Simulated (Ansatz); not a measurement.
SrZrO₃ (model structure, R3c, No. 161, 10 atoms in the cell): properties by level of theory

```csv
level (code),lattice parameter a (Å),c axis length (Å),cohesive energy (eV/atom)
LDA (Ansatz),5.760,13.978,7.80
PBE (Ansatz),5.865,14.303,6.72
PBEsol (Ansatz),5.806,14.123,7.13
```

Ansatz's density-functional and Hartree–Fock values are scalar-relativistic unless marked +SOC, with PAW data made under PBE.

Free atoms are spin-polarised, in the lowest state found; at levels without +SOC their spin–orbit coupling is left out.

A model structure was made by putting elements into a prototype or built by hand; it is no filed structure, need not be a known phase, and can be a saddle point held by its symmetry.

Ansatz is an electronic-structure program.
